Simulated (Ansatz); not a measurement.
We consider SrC2 (C2/c, No. 15), described by HSE06 in Ansatz (plane waves, PAW).

Numerical settings: plane-wave cutoff 500 eV, 6×6×4 k mesh (along the axes of the cell as run), gaussian smearing 0.02 eV, scalar-relativistic PAW data made under PBE.

Cell (relaxed with r²SCAN):

```
CELL_PARAMETERS angstrom
      3.52077    -2.22577     0.01982
      3.52077     2.22577     0.01982
     -2.33818     0.00000     7.36062
ATOMIC_POSITIONS crystal
  Sr 0.17936 0.82064 0.75000
  Sr 0.82064 0.17936 0.25000
  C  0.42400 0.13219 0.55627
  C  0.57600 0.86781 0.44373
  C  0.86781 0.57600 0.94373
  C  0.13219 0.42400 0.05627
```

Estimate the band gap that the calculation returns.


- band gap = 3.49 eV (on the SCF k mesh)

Note: cell and atoms aren't relaxed at this level (largest force component 0.18 eV/Å, pressure -0.3 GPa).

Spin–orbit coupling is not included.

Static lattice: no zero-point or thermal effects.

Computing time: around 3 core-minutes (rough).

Ansatz is a quantum-chemistry and plane-wave program.
